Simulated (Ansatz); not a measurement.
Take GaAs in the zinc blende structure (space group F-43m, No. 216; a = 5.6667 Å) as the base. Axes: x, y, z lie along the cube axes.

All numbers come from r2SCAN (Ansatz, an electronic-structure program), without spin-orbit coupling.

Base values:

| Item | Result |
|---|---|
| Band gap | 0.96 eV |
| Valence-band top at Γ | 0.00, 0.00, 0.00 eV |

Now apply this change: tensor shear ε_xz = +3.59 % (engineering shear γ = 0.0718); the atoms relax in the strained cell.

Question: What does the calculation give for the band gap, energy relative to the base, stress, valence-band top at Γ and largest internal atomic displacement after the change?

Answer: The band gap falls by 0.41 eV, from 0.96 eV to 0.55 eV; the energy grows by 22 meV/atom; the stress (xx, yy, zz, yz, xz, xy; compression positive) comes out as (0.30, -0.03, 0.30, 0.00, -4.35, 0.00) GPa; the valence-band top at Γ (three highest levels, from the VBM) goes from 0.00, 0.00, 0.00 eV to 0.00, -0.38, -0.56 eV; the largest internal atomic displacement amounts to 0.027 Å.

Gaps are read on the SCF mesh and a high-symmetry path. Whether these cells are dynamically stable was not tested.
